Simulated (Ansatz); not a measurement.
Data:

```
CELL_PARAMETERS angstrom
      0.00000     2.36167     2.36167
      2.36167     0.00000     2.36167
      2.36167     2.36167     0.00000
ATOMIC_POSITIONS crystal
  N  0.00000 0.00000 0.00000
  Y  0.50000 0.50000 0.50000
```

No spin polarisation.

Calculations: PBE (Ansatz, a program for electronic structure; PAW; 420 eV plane waves; without spin-orbit coupling). Settings: 12×12×12 k-points, 0.05 eV Fermi–Dirac smearing.

Question: What band gap does the calculation give?

Answer: Zero.

Question: What space group does the calculation give?

Answer: Fm-3m (No. 225).

Question: Predict the pressure.

Answer: 23.0 GPa.

The mesh was chosen for an insulator and is coarse for the gapless case. The cells carry an imposed strain or load. Whether these cells are dynamically stable was not tested. The final runs are not spin-polarised. The cell was made from YN in the rock salt structure (space group Fm-3m, No. 225) by this change: isotropic strain −3.72 %. A zero or small gap of YN can be the functional's error rather than a property of the material.
